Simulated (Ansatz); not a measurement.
System: interstitial O in alpha Ga2O3 (charge state -2). Method: PBE, PAW (plane waves to 420 eV; Ansatz, a first-principles code).

120-site cell at the relaxed PBE lattice, the Γ point alone, smearing 0.01 eV, spin-restricted, no finite-size correction. Energies are static. The host's phase is taken as given; its stability against other phases was not computed. The charge state is imposed; whether it is stable for some Fermi level was not computed. Sites that were not tried may lie lower.

Barriers: single points on a 2×2×2 k-point mesh shifted by half a step along c at the bands' geometries.

Relaxed starting cell (atoms counted from 1):

```xyz
121
Lattice="10.1157 0.0000 0.0000 -5.0578 8.7604 0.0000 0.0000 0.0000 13.6234" Properties=species:S:1:pos:R:3 pbc="T T T"
Ga     0.0410     0.0019     4.8223
Ga    -2.5070     4.4114     4.9780
Ga     5.0586     0.0121     4.8486
Ga     2.4872     4.3571     4.8497
Ga     2.5728     1.4339     2.5910
Ga    -0.0040     5.8567     2.5683
Ga     7.5984     1.5284     2.6537
Ga     5.0215     5.9003     2.5768
Ga    -0.0836     2.8028     3.9209
Ga    -2.5253     7.3240     4.2338
Ga     5.0579     2.9734     4.2370
Ga     2.5401     7.3001     4.2318
Ga     2.5271     1.4622     6.5011
Ga     0.0155     5.8616     6.5124
Ga     7.6056     1.4678     6.5075
Ga     5.0456     5.8491     6.5072
O      3.5818    -0.0106     3.4054
O      0.9572     4.3500     3.3931
O      8.5744    -0.0160     3.4067
O      5.9787     4.4484     3.3879
O      1.0698     1.2997     3.7250
O     -1.7532     5.7681     3.4027
O      5.8356     1.3586     3.4138
O      3.2643     5.7045     3.3952
O      1.5890     2.9620     5.7800
O     -0.9760     7.3067     5.6752
O      6.5593     2.9369     5.7319
O      4.0712     7.3120     5.6701
O     -0.7582     4.2996     5.7407
O     -3.2722     8.5785     5.7397
O      4.2799     4.2628     5.6696
O      1.7628     8.6437     5.6766
O     -0.7840     1.6092     5.6132
O     -3.3053     5.9763     5.6857
O      4.2869     1.6010     5.6574
O      1.7647     5.9865     5.6523
O     -1.9678     3.2108     3.6055
O     -4.2863     7.4563     3.4010
O      3.3065     3.0709     3.3832
O      0.7945     7.4438     3.3855
Ga     2.5269     1.4590     9.3858
Ga    -0.0124     5.8325     9.3793
Ga     7.6055     1.4535     9.3790
Ga     5.0731     5.8201     9.3741
Ga     0.0236     2.9371     7.0279
Ga    -2.5355     7.3159     7.1404
Ga     5.0634     2.9148     7.1166
Ga     2.5418     7.3133     7.1091
Ga     0.0236    -0.0159     8.8577
Ga    -2.5162     4.3685     8.7767
Ga     5.0634     0.0064     8.7695
Ga     2.5223     4.3656     8.7457
Ga     0.0406     2.9197    11.0637
Ga    -2.5708     7.3245    11.0367
Ga     5.0582     2.9091    11.0378
Ga     2.5506     7.2702    10.9080
O      0.9772     1.4607     7.9432
O     -1.5517     5.8589     7.9727
O      6.0604     1.4607     7.9431
O      3.5061     5.8230     7.9135
O      3.3314     2.7797     7.9619
O      0.7749     7.1754     7.9316
O      8.3731     2.7857     7.9413
O      5.8167     7.1459     7.9336
O      1.5883    -0.0406    10.1070
O     -0.9870     4.3700    10.2161
O      6.5592    -0.0155    10.1544
O      4.0815     4.3751    10.2110
O     -0.7840     1.3122    10.2731
O     -3.2934     5.6952    10.2338
O      4.2866     1.3201    10.2290
O      1.7522     5.7054    10.2007
O      1.7855     3.1031    10.1469
O     -0.7780     7.4188    10.2167
O      6.8203     3.0380    10.2094
O      4.2994     7.3824    10.1454
O      3.3311     0.1413     7.9247
O      0.7587     4.5357     7.9528
O      8.3730     0.1356     7.9449
O      5.8324     4.5063     7.9545
Ga    -0.0777     2.8333     0.4529
Ga    -2.5134     7.3161     0.3159
Ga     5.1189     2.9196     0.3108
Ga     2.4854     7.2507     0.2207
Ga    -0.0838     0.1183    11.9635
Ga    -2.5183     4.3817    11.6542
Ga     5.0577    -0.0522    11.6494
Ga     2.5322     4.3575    11.6527
Ga     2.5730     1.4874    13.2949
Ga    -0.0368     5.7816    13.3095
Ga     7.5986     1.3930    13.2321
Ga     5.0536     5.8250    13.3179
Ga    -0.0781     0.0882     1.8088
Ga    -2.5723     4.4309     2.0424
Ga     5.1189     0.0015     1.9523
Ga     2.5448     4.3657     1.9472
O     -1.5418     2.9376    12.4792
O     -4.1009     7.3317    12.4935
O      3.5816     2.9318    12.4810
O      0.9205     7.2333    12.4989
O      0.7711     4.2255    12.4855
O     -1.7517     8.6108    12.5033
O      5.8520     4.2378    12.5010
O      3.0899     8.4704    12.2808
O      4.1138     1.4606     1.1316
O      1.5282     5.8135     1.1355
O      9.4606     0.9536     0.1130
O      6.5861     5.8682     1.1279
O      1.7847     2.7725     1.1035
O     -0.7520     7.1857     1.1444
O      6.8974     2.7764     1.1522
O      4.2511     7.1464     1.1259
O      1.7840     0.1489     1.1595
O     -0.8068     4.5351     1.1372
O      6.8974     0.1449     1.1109
O      4.3060     4.4959     1.1190
O      1.0692     1.6218    12.1620
O     -1.7939     5.9773    12.4913
O      5.8355     1.5627    12.4727
O      3.3043     5.9133    12.4844
O     -0.6542     1.9681     2.1493
```
Cell charge -2.

End state 1 differs by these moves (Å; atoms that move under 0.15 Å are left out):

```csv
atom,element,Δx,Δy,Δz
9,Ga,0.08,0.10,0.32
21,O,-0.33,0.04,-0.38
37,O,0.17,-0.13,-0.14
41,Ga,-0.15,0.02,0.31
56,Ga,0.00,0.10,0.13
65,O,0.06,-0.23,-0.21
73,O,0.00,0.21,-0.14
85,Ga,0.11,0.00,-0.16
89,Ga,-0.17,0.00,-0.13
91,Ga,-0.08,0.08,0.16
93,Ga,0.13,0.05,-0.16
104,O,0.16,0.19,0.21
107,O,1.15,0.09,-0.23
111,O,-0.18,0.05,-0.03
113,O,0.15,-0.26,0.30
117,O,0.30,-0.07,-0.69
121,O,-0.59,-0.40,-0.81
```

Predict the forward and backward barriers to end state 1 from PBE, PAW.

forward 0.55 eV, backward 0.55 eV; at the saddle point atom 107 has neighbours Ga at 1.89, Ga at 1.94, Ga at 1.97, Ga at 2.43; O at 2.22, O at 2.35, O at 2.41 Å. The program found a first-order saddle point.
